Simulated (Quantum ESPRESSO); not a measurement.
Input and output of a self-consistent single point for ZnP4O16H16N2 (P-1, 39 atoms in the cell) (Quantum ESPRESSO).

Method of the run: PBEsol, GBRV 1.5 ultrasoft (PBESOL) pseudopotentials (plane waves; Quantum ESPRESSO).

```
CELL_PARAMETERS angstrom
      6.93733     0.00000     0.00000
      0.23456     7.26182     0.00000
      2.50256     1.09521     7.21844
ATOMIC_POSITIONS crystal
  Zn 0.00000 0.50000 0.00000
  P  0.25823 0.21050 0.74414
  P  0.74177 0.78950 0.25586
  P  0.84387 0.25890 0.74381
  P  0.15613 0.74110 0.25619
  O  0.24890 0.35670 0.86030
  O  0.75110 0.64330 0.13970
  O  0.44090 0.23730 0.56540
  O  0.55910 0.76270 0.43460
  H  0.55200 0.26900 0.58800
  H  0.44800 0.73100 0.41200
  O  0.24560 0.01580 0.84260
  O  0.75440 0.98420 0.15740
  O  0.08140 0.23360 0.65370
  O  0.91860 0.76640 0.34630
  O  0.80880 0.38150 0.88870
  O  0.19120 0.61850 0.11130
  O  0.77170 0.32920 0.58570
  O  0.22830 0.67080 0.41430
  O  0.75100 0.06460 0.83380
  O  0.24900 0.93540 0.16620
  H  0.77400 0.02200 0.93900
  H  0.22600 0.97800 0.06100
  O  0.05600 0.71720 0.77820
  O  0.94400 0.28280 0.22180
  H  0.11800 0.80500 0.79600
  H  0.88200 0.19500 0.20400
  H  0.10200 0.70500 0.66620
  H  0.89800 0.29500 0.33380
  N  0.58290 0.71010 0.79800
  N  0.41710 0.28990 0.20200
  H  0.45480 0.68500 0.86900
  H  0.54520 0.31500 0.13100
  H  0.59200 0.71500 0.68010
  H  0.40800 0.28500 0.31990
  H  0.66300 0.62200 0.82800
  H  0.33700 0.37800 0.17200
  H  0.62100 0.81900 0.81600
  H  0.37900 0.18100 0.18400
```

Reference input (self-consistent single point, DFT, PBEsol, plane waves, GBRV 1.5 ultrasoft (PBESOL) pseudopotentials): ecutwfc = 50 Ry; ecutrho = 250 Ry; occupations = smearing; smearing = methfessel-paxton; degauss = 0.0073499 Ry; K_POINTS = automatic 2 2 2 0 0 0; conv_thr = 1e-10 Ry; mixing_beta = 0.7. This run's input differs from it in these lines:

```diff
@@ -13,4 +13,4 @@
    ntyp = 5
-   ecutwfc = 50
-   ecutrho = 250
+   ecutwfc = 30
+   ecutrho = 150
    occupations = 'smearing'
```

Log, with long lists cut:

```
     Self-consistent Calculation

     iteration #  1     ecut=    30.00 Ry     beta= 0.70

---- Real-time Memory Report at c_bands before calling an iterative solver
           298 MiB given to the printing process from OS
           199 MiB allocation reported by mallinfo(arena+hblkhd)
------------------

     total energy              =   -1095.31571566 Ry
     estimated scf accuracy    <       6.98637926 Ry

     iteration #  2     ecut=    30.00 Ry     beta= 0.70

---- Real-time Memory Report at c_bands before calling an iterative solver
           448 MiB given to the printing process from OS
   [... lines left out ...]

---- Real-time Memory Report at c_bands before calling an iterative solver
           469 MiB given to the printing process from OS
           244 MiB allocation reported by mallinfo(arena+hblkhd)
------------------

     total energy              =   -1098.02890780 Ry
     estimated scf accuracy    <          5.8E-10 Ry

     iteration # 13     ecut=    30.00 Ry     beta= 0.70

---- Real-time Memory Report at c_bands before calling an iterative solver
           469 MiB given to the printing process from OS
           244 MiB allocation reported by mallinfo(arena+hblkhd)
------------------
     End of self-consistent calculation

     the Fermi energy is     4.2878 ev

!    total energy              =   -1098.02890780 Ry
     estimated scf accuracy    <          5.9E-11 Ry
     smearing contrib. (-TS)   =       0.00000000 Ry
     internal energy E=F+TS    =   -1098.02890780 Ry

     convergence has been achieved in  13 iterations

     Forces acting on atoms (cartesian axes, Ry/au):

     atom    1 type  1   force =     0.00000000    0.00000000    0.00000000
     atom    2 type  2   force =    -0.04222676   -0.04854672    0.03799088
     atom    3 type  2   force =     0.04222676    0.04854672   -0.03799088
     atom    4 type  2   force =     0.00322125    0.03133444   -0.05503327
     atom    5 type  2   force =    -0.00322125   -0.03133444    0.05503327
   [... 30 lines left out ...]
   [... lines left out ...]

     Total force =     2.031248     Total SCF correction =     0.000015

          total   stress  (Ry/bohr**3)                   (kbar)     P=      184.89
   0.00119770   0.00045950   0.00029120          176.19       67.60       42.84
   0.00045950   0.00102729   0.00019168           67.60      151.12       28.20
   0.00029120   0.00019168   0.00154556           42.84       28.20      227.36

   JOB DONE.
```

The run converged in 13 iterations. Against the reference run the free energy rises by 76.4 meV/atom, the pressure goes from 28.47 to 18.49 GPa, the largest force goes from 15.365 to 15.34 eV/Å and the gap on the mesh moves little (5.300 to 5.295 eV). The full log also holds: “c_bands:  1 eigenvalues not converged”.

The starting cell comes from a database of published, mostly measured structures (it also holds non-ambient and calculated ones), without a prior relaxation at this level. Its lattice was rescaled by a random factor within 2.5 % of one. Forces in this geometry exceed 1 eV/Å.

Cost on one core of a shared machine: roughly 3 min.
